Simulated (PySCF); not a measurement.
PySCF 2.14.0, PBE0/def2-svp: Si(Et)(Vi)(OH)2 (C=C[Si](O)(O)CC), 17 atoms. The geometry is a generated start, not checked to be a minimum at this level.

| Quantity | Result |
|---|---|
| task | energy |
| method | pbe0 |
| basis | def2-svp |
| mol.max_memory | 7000 MB |
| mf.init_guess | minao (default) |
| mf.DIIS | CDIIS (default) |
| mf.diis_space | 8 (default) |
| mf.conv_tol | 1e-09 (default) |
| mf.grids.level | 3 (default) |
| basis functions (reference run) | 152 |
| grid points (reference run) | 201896 |

```xyz
17

C      2.1373     0.3229     1.5078
C      1.3428     0.8588     0.5944
Si     0.4241    -0.1237    -0.7256
O      0.2469     0.9845    -1.9143
O      1.2408    -1.4506    -1.2295
C     -1.2359    -0.8383    -0.1323
C     -2.1957     0.2295     0.3825
H      2.3178    -0.7395     1.5408
H      2.6412     0.9099     2.2609
H      1.1905     1.9299     0.6049
H     -0.2069     0.7703    -2.7247
H      2.1756    -1.4046    -1.4147
H     -1.7136    -1.3850    -0.9472
H     -1.0590    -1.5665     0.6583
H     -3.1400    -0.2135     0.6955
H     -1.7633     0.7500     1.2343
H     -2.4026     0.9660    -0.3910
```

The reference run uses exact four-centre integrals. Single runs; times are not shown.

Settings tried, all else as in the reference:
- COSX exchange (sgx_fit, pjs) with fitted J, mf.with_df.grids_level_i = 1, mf.with_df.grids_level_f = 1
- COSX exchange (sgx_fit, pjs) with fitted J, mf.with_df.grids_level_i = 1, mf.with_df.grids_level_f = 3
- density fitting
- COSX exchange (sgx_fit, pjs) with fitted J, mf.with_df.grids_level_i = 1, mf.with_df.grids_level_f = 4
- density fitting, auxbasis = def2-universal-jfit
- COSX exchange (sgx_fit, pjs) with fitted J, mf.with_df.grids_level_i = 1, mf.with_df.grids_level_f = 2 (default)
- density fitting of J alone, exact K
- density fitting, auxbasis = autoaux

**Question.** Which of these stay within 0.10 meV/atom in energy of the reference run?

**Answer.** Within it: density fitting, auxbasis = autoaux. At the edge (between 0.75 and 1.33 times the tolerance): density fitting. Outside: COSX exchange (sgx_fit, pjs) with fitted J, mf.with_df.grids_level_i = 1, mf.with_df.grids_level_f = 1; COSX exchange (sgx_fit, pjs) with fitted J, mf.with_df.grids_level_i = 1, mf.with_df.grids_level_f = 2 (default); COSX exchange (sgx_fit, pjs) with fitted J, mf.with_df.grids_level_i = 1, mf.with_df.grids_level_f = 4; density fitting of J alone, exact K; COSX exchange (sgx_fit, pjs) with fitted J, mf.with_df.grids_level_i = 1, mf.with_df.grids_level_f = 3; density fitting, auxbasis = def2-universal-jfit.

| setting | energy against the reference |
|---|---|
| density fitting, auxbasis = autoaux | +0.036 meV/atom |
| density fitting | −0.11 meV/atom |
| COSX exchange (sgx_fit, pjs) with fitted J, mf.with_df.grids_level_i = 1, mf.with_df.grids_level_f = 1 | −0.22 meV/atom |
| COSX exchange (sgx_fit, pjs) with fitted J, mf.with_df.grids_level_i = 1, mf.with_df.grids_level_f = 2 (default) | −0.23 meV/atom |
| COSX exchange (sgx_fit, pjs) with fitted J, mf.with_df.grids_level_i = 1, mf.with_df.grids_level_f = 4 | −0.24 meV/atom |
| density fitting of J alone, exact K | −0.24 meV/atom |
| COSX exchange (sgx_fit, pjs) with fitted J, mf.with_df.grids_level_i = 1, mf.with_df.grids_level_f = 3 | −0.24 meV/atom |
| density fitting, auxbasis = def2-universal-jfit | +620 meV/atom |

Total energies are compared; such shifts often cancel in part in energy differences. sgx_fit (COSX, pjs=True) fits J as well, so its difference is the sum of the grid's shift in exchange and the fit's in Coulomb. def2-universal-jfit is made for Coulomb alone and misses functions that exchange needs. Also tried and not ranked: density fitting, auxbasis = def2-universal-jkfit (same energy as a listed run). The tolerance is a choice made for this comparison.
